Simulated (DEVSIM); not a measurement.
System: abrupt Si n-p junction, at 250 K.

| layer (left to right) | material | thickness (μm) | Nd (cm⁻³) | Na (cm⁻³) | τn (s) | τp (s) |
|---|---|---|---|---|---|---|
| 1 | Si | 9.50 | 2e18 | - | 0.00024 | 0.00024 |
| 2 | Si | 0.390 | - | 2.7e15 | 0.00024 | 0.00024 |

Left contact: ohmic. Right contact: ohmic. Voltage is applied to the left contact. Recombination: SRH at mid-gap, radiative. Mobility is μmin + (μ − μmin)/(1 + (N/Nref)^α).

The device is made up for the run: typed textbook-type constants, with dimensions and the other settings drawn at random. Values at 300 K; Nc and Nv go as T^1.5, mobilities as T to minus their exponent, the gap by Varshni's rule with the affinity fixed.

```csv
parameter,Si
gap (eV),1.124
affinity (eV),4.05
permittivity,11.7
Nc (cm⁻³),2.86e19
Nv (cm⁻³),3.1e19
μn (cm²/Vs),1417
μp (cm²/Vs),470
"μn,min",52
"μp,min",45
"Nref,n",9.7e16
"Nref,p",2.2e17
αn,0.68
αp,0.72
T exponent of μn,2.3
T exponent of μp,2.2
B (cm³/s),4.7e-15
Varshni α (eV/K),0.000473
Varshni β (K),636
```

DEVSIM, 1D drift-diffusion, Boltzmann statistics, complete ionisation; no tunnelling, impact ionisation, image-force lowering or self-heating.

The thickness of layer 1 was swept, all else fixed.

| thickness of layer 1 (μm) | dark forward voltage at 100 A/cm² (V) |
|---|---|
| 1.9 | 0.702 |
| 3.3 | 0.702 |
| 5.7 | 0.702 |
| 9.5 | 0.703 |
| 16 | 0.704 |
| 28 | 0.705 |
| 48 | 0.708 |

From the first row to the last the dark forward voltage at 100 A/cm² goes from 0.702 to 0.708.
